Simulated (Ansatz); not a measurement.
System: CuC6 (model structure, P6/mmm, No. 191, 7 atoms in the cell). Method: PBE (Ansatz, a first-principles code, plane waves, PAW).

The input as run:

Ansatz 0.2 input:
```yaml
crystal:
  lattice:
    - [4.2288862347, 0.0, 0.0]
    - [-2.1144431173, 3.6623229089, 0.0]
    - [0.0, 0.0, 6.9385015968]
  atoms:
    - { symbol: C, position: [0.3333502134, 0.3333502134, 0.0] }
    - { symbol: C, position: [0.3333502134, 0.0, 0.0] }
    - { symbol: C, position: [0.6666497866, 0.0, 0.0] }
    - { symbol: C, position: [0.6666497866, 0.6666497866, 0.0] }
    - { symbol: C, position: [0.0, 0.6666497866, 0.0] }
    - { symbol: C, position: [0.0, 0.3333502134, 0.0] }
    - { symbol: Cu, position: [0.0, 0.0, 0.5] }
basis:
  ecutwfc: 520
  ecutrho_ratio: 4
  xc_grid: 2
kpoints:
  mp_grid: { grid: [18, 18, 12] }
hamiltonian:
  xc: pbe
  dispersion: none
  pseudopotentials: { kind: paw }
scf:
  occupations: { method: fermi_dirac, width: 0.05 }
output:
  forces: true
  stress: true
  eigenvalues: true
relax:
  f_tol: 0.004
  escape_saddle: false
  max_steps: 80
  cell: { stress_tol: 0.02, fix: [volume] }
```

Output (set-up and result lines):

```
Relaxation: its limit of steps is 80 (relax.max_steps)
Crystal: 7 atoms, lattice volume = 107.460 Å³
Basis set: ecut = 520 eV, 2875 PW (Γ), exchange–correlation on 64×64×108 points (8 copies of the dense FFT grid, shifted against one another)
Bands: 29, of which v1, the nominal top of the filled ones, is band 22 counted from 1 (21 counted from 0)
Symmetry: 24 space group operations
Space group: P6/mmm (ITA 191), of the structure as read, at distance tolerance 4.8e-5 Å
k-points: 259 of 3888
Functional: x = pbe(κ = 0.804, μ = 0.2195149727645171), c = pbe(β = 0.06672455060314922)
SCF iter   1: F=—  HF=-8127.753795 eV  |F-HF|=—  |Δ(HF+E_count)|=         —  Δρ=3.75e-3  dr2=1.85e-2
SCF iter   2: F=—  HF=-8127.749996 eV  |F-HF|=—  |Δ(HF+E_count)|=   3.80e-3  Δρ=1.40e-3  dr2=2.59e-3
  ...
SCF 1 converged in 7 iterations: F = -8127.749257 eV  dr2 = 7.69e-8
Crystal: 7 atoms, lattice volume = 107.460 Å³
Initial density: handed on by an earlier stage of this run
SCF 2 converged in 5 iterations: F = -8127.764649 eV  dr2 = 2.14e-7
Crystal: 7 atoms, lattice volume = 107.460 Å³
Basis set: ecut = 520 eV, 2863 PW (Γ), exchange–correlation on 64×64×108 points (8 copies of the dense FFT grid, shifted against one another)
SCF 3 converged in 5 iterations: F = -8127.767869 eV  dr2 = 7.18e-8
Crystal: 7 atoms, lattice volume = 107.460 Å³
SCF iter   6: F=—  HF=-8127.767933 eV  |F-HF|=—  |Δ(HF+E_count)|=   1.42e-9  Δρ=2.06e-7  dr2=3.37e-11
SCF iter   7: F=-8127.767933 eV  HF=-8127.767933 eV  |F-HF|=2.73e-12  |Δ(HF+E_count)|=  4.55e-12  Δρ=1.39e-8  dr2=1.37e-13
SCF 4 converged in 7 iterations: F = -8127.767933 eV  dr2 = 1.37e-13
SCF converged after 7 iterations
Free energy (F): -8127.767933 eV
Internal energy: -8127.759586 eV  (E = F + TS)
E sigma→0 (E₀):  -8127.763759 eV
Fermi energy:    3.527612 eV
--- Forces (eV/Å), atoms counted from 1 ---
  atom   1  C      0.00012433     0.00021535    -0.00000000
  atom   2  C      0.00024866    -0.00000000     0.00000000
  atom   3  C     -0.00024866     0.00000000    -0.00000000
  atom   4  C     -0.00012433    -0.00021535     0.00000000
  atom   5  C      0.00012433    -0.00021535    -0.00000000
  atom   6  C     -0.00012433     0.00021535     0.00000000
  atom   7  Cu     0.00000000    -0.00000000     0.00000000
--- Stress (GPa, compression-positive) ---
        0.046471      -0.000000       0.000000
       -0.000000       0.046471      -0.000000
        0.000000      -0.000000       0.028020
  P = ⅓ Tr σ = 0.0403 GPa (0.403 kbar)
```

Note: the run has no spin polarisation, so it can have missed a magnetic state. Note: the relaxation could raise the start's symmetry but not lower it, so the cell can be a saddle point. Note: the cell has widely spaced layers and the level no dispersion term, so their spacing and the moduli can rest on weak binding.

Computing time: roughly 5 core-minutes.

A model structure was made by putting elements into a prototype or built by hand; it is no filed structure, need not be a known phase, and can be a saddle point held by its symmetry.
